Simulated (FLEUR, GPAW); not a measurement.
A GPAW input for a self-consistent single point of YSb (Fm-3m, 2 atoms in the cell) (DFT LDA (Perdew-Wang 92), plane waves, GPAW PAW datasets LDA (gpaw-data 1.0.1)):

```python
from ase import Atoms
from ase.units import GPa
from gpaw import GPAW

atoms = Atoms(['Y', 'Sb'],
              cell=[[0.000000, 3.105790, 3.105790],
                    [3.105790, 0.000000, 3.105790],
                    [3.105790, 3.105790, 0.000000]],
              scaled_positions=[[0.500000, 0.500000, 0.500000],
                                [0.000000, 0.000000, 0.000000]],
              pbc=True)

calc = GPAW(mode={'name': 'pw', 'ecut': 600},
            xc='LDA',
            kpts={'size': (12, 12, 12), 'gamma': True},
            occupations={'name': 'fermi-dirac', 'width': 0.1},
            nbands=-10,
            symmetry={'symmorphic': False, 'tolerance': 0.0005},
            maxiter=100,
            txt='-')

atoms.calc = calc

energy = atoms.get_potential_energy()
print('Energy (eV):', round(energy, 6))
forces = atoms.get_forces()
print('Forces (eV/Ang):')
print(forces.round(5))
stress = atoms.get_stress()
print('Stress (GPa, Voigt):', (stress / GPa).round(4))
```

Q: Give the FLEUR input for the same structure, mesh, smearing and functional.

A: One input that does it (others would too):

Input of the input generator:

```
YSb
&input film=f /
-0.0000000000 0.7071067812 0.7071067812
0.7071067812 -0.0000000000 0.7071067812
0.7071067812 0.7071067812 -0.0000000000
8.3001502132
1.0 1.0 1.0

2
39 0.5000000000 0.5000000000 0.5000000000
51 0.0000000000 0.0000000000 0.0000000000

&comp jspins=1 /
&exco xctyp='pz' /
&kpt div1=12 div2=12 div3=12 gamma=t /
&end /
```

```xml
<?xml version="1.0" encoding="UTF-8" standalone="no"?>
<fleurInput fleurInputVersion="0.39">
   <comment>
      YSb                                                                                                 
   </comment>
   <calculationSetup>
      <cutoffs Kmax="4.0" Gmax="20.0" GmaxXC="20.0" numbands="0"/>
      <scfLoop itmax="60" minDistance="0.00001" maxIterBroyd="15" imix="Anderson" alpha="0.05" precondParam="0.0" spinf="2.0"/>
      <coreElectrons ctail="T" frcor="F" kcrel="0" coretail_lmax="0"/>
      <xcFunctional name="pz" relativisticCorrections="F"/>
      <magnetism jspins="1"/>
      <soc l_soc="F" theta="0.0" phi="0.0" spav="F"/>
      <expertModes spex="0" secvar="F"/>
      <geometryOptimization l_f="T" forcealpha="1.0" forcemix="BFGS" epsdisp="0.00001" epsforce="0.00001"/>
      <ldaU l_linMix="F" mixParam="0.05" spinf="1.0"/>
   </calculationSetup>
   <cell>
      <bzIntegration valenceElectrons="32.0" mode="hist" fermiSmearingEnergy="0.00367493">
         <kPointListSelection listName="default-1"/>
         <!-- k-points included here -->
         <xi:include xmlns:xi="http://www.w3.org/2001/XInclude" href="kpts.xml"> </xi:include>
      </bzIntegration>
      <!-- symmetry operations included here -->
      <xi:include xmlns:xi="http://www.w3.org/2001/XInclude" href="sym.xml"> </xi:include>
      <bulkLattice scale="1.0">
         <bravaisMatrix>
            <row-1>    0.0000000000000000     5.8690925007323465     5.8690925007323465</row-1>
            <row-2>    5.8690925007323465     0.0000000000000000     5.8690925007323465</row-2>
            <row-3>    5.8690925007323465     5.8690925007323465     0.0000000000000000</row-3>
         </bravaisMatrix>
      </bulkLattice>
   </cell>
   <atomSpecies>
      <species name="Yttrium (Y)" element="Y" atomicNumber="39">
         <mtSphere radius="2.66" gridPoints="879" logIncrement="0.014"/>
         <atomicCutoffs lmax="7" lnonsphr="5"/>
         <electronConfig flipSpins="F">
            <coreConfig>(1s1/2) (2s1/2) (2p1/2) (2p3/2) (3s1/2) (3p1/2) (3p3/2) (3d3/2) (3d5/2)</coreConfig>
            <valenceConfig>(4s1/2) (4p1/2) (4p3/2) (5s1/2) (4d3/2) (4d5/2)</valenceConfig>
            <stateOccupation state="(4d3/2)" spinUp="0.2" spinDown="0.2"/>
            <stateOccupation state="(4d5/2)" spinUp="0.3" spinDown="0.3"/>
         </electronConfig>
         <energyParameters s="5" p="5" d="4" f="4"/>
         <lo type="SCLO" l="0" n="4" eDeriv="0"/>
         <lo type="SCLO" l="1" n="4" eDeriv="0"/>
         <lo type="SCLO" l="1" n="4" eDeriv="1"/>
         <lo type="SCLO" l="2" n="4" eDeriv="2"/>
         <lo type="SCLO" l="3" n="4" eDeriv="2"/>
      </species>
      <species name="Antimony (Sb)" element="Sb" atomicNumber="51">
         <mtSphere radius="2.58" gridPoints="853" logIncrement="0.015"/>
         <atomicCutoffs lmax="7" lnonsphr="5"/>
         <electronConfig flipSpins="F">
            <coreConfig>(1s1/2) (2s1/2) (2p1/2) (2p3/2) (3s1/2) (3p1/2) (3p3/2) (4s1/2) (3d3/2) (3d5/2)</coreConfig>
            <valenceConfig>(4p1/2) (4p3/2) (5s1/2) (4d3/2) (4d5/2) (5p1/2) (5p3/2)</valenceConfig>
            <stateOccupation state="(5p1/2)" spinUp="0.5" spinDown="0.5"/>
            <stateOccupation state="(5p3/2)" spinUp="1.0" spinDown="1.0"/>
         </electronConfig>
         <energyParameters s="5" p="5" d="5" f="4"/>
         <lo type="SCLO" l="1" n="4" eDeriv="0"/>
         <lo type="SCLO" l="1" n="4" eDeriv="1"/>
         <lo type="SCLO" l="2" n="4" eDeriv="0"/>
         <lo type="SCLO" l="2" n="4" eDeriv="1"/>
         <lo type="SCLO" l="0" n="5" eDeriv="2"/>
         <lo type="SCLO" l="3" n="4" eDeriv="2"/>
      </species>
   </atomSpecies>
   <atomGroups>
      <atomGroup species="Yttrium (Y)">
         <relPos label="                   1">1.000/2.000 1.000/2.000 1.000/2.000</relPos>
         <force calculate="T" relaxXYZ="TTT"/>
      </atomGroup>
      <atomGroup species="Antimony (Sb)">
         <relPos label="                   2">.0000000000 .0000000000 .0000000000</relPos>
         <force calculate="T" relaxXYZ="TTT"/>
      </atomGroup>
   </atomGroups>
   <output dos="F" band="F" slice="F">
      <checks vchk="F" cdinf="F"/>
      <bandDOS minEnergy="-.5*Htr" maxEnergy="0.5*Htr" sigma="0.015" storeEVData="T"/>
      <vacuumDOS vacdos="F" integ="F" star="F" nstars="0" locx1="0.0" locy1="0.0" locx2="0.0" locy2="0.0" nstm="0" tworkf="0.0"/>
      <unfoldingBand unfoldBand="F" supercellX="1" supercellY="1" supercellZ="1"/>
      <plotting iplot="0" polar="F">
         <plot TwoD="T" vec1="  1.0  0.0  0.0" vec2="  0.0  1.0  0.0" vec3="  0.0  0.0  1.0" zero="  0.0  0.0  0.0" file="plot"/>
      </plotting>
      <chargeDensitySlicing numkpt="0" minEigenval="0.0" maxEigenval="0.0" nnne="0" pallst="F"/>
      <specialOutput eonly="F"/>
      <magneticCircularDichroism mcd="F" energyLo="-10.0" energyUp="0.0"/>
   </output>
  <!-- We include the file relax.xml here to enable relaxations (see documentation) -->
  <xi:include xmlns:xi="http://www.w3.org/2001/XInclude" href="relax.xml"> <xi:fallback/> </xi:include>
</fleurInput>
```

Basis, cutoffs, solver keys and any potentials are the target program's own. This input uses DFT, LDA (Perdew-Zunger), all-electron FLAPW (FLEUR), scalar-relativistic valence. LDA parametrisations can differ slightly between programs.

The starting cell comes from a database of computed structures (which also holds hypothetical and non-ambient phases and stackings), without a prior relaxation at this level.
